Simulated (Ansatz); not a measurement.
The parent structure is PtTe2 (space group P-3m1, No. 164; a = 4.053 Å, c = 5.097 Å; layered; relaxed with 0.1 eV smearing). Axes: x lies along a and z along c of the hexagonal cell.

All numbers come from PBE-D3(BJ) (Ansatz, a program for electronic structure), no spin-orbit coupling.

Before the change:

The shortest interatomic distance is 2.707 Å.

Now apply this change: biaxial strain +0.50 %, plane normal [001], relaxed out of plane (Cartesian); in-plane vectors clamped, the third vector and the atoms free.

Predict the new out-of-plane strain, in-plane stress and shortest interatomic distance.

The out-of-plane strain is -0.59 %; the mean in-plane stress (compression positive) amounts to -0.8 GPa; the shortest interatomic distance increases by 0.0048 Å to 2.711 Å.

No phonon test of stability was made. The final runs are not spin-polarised.
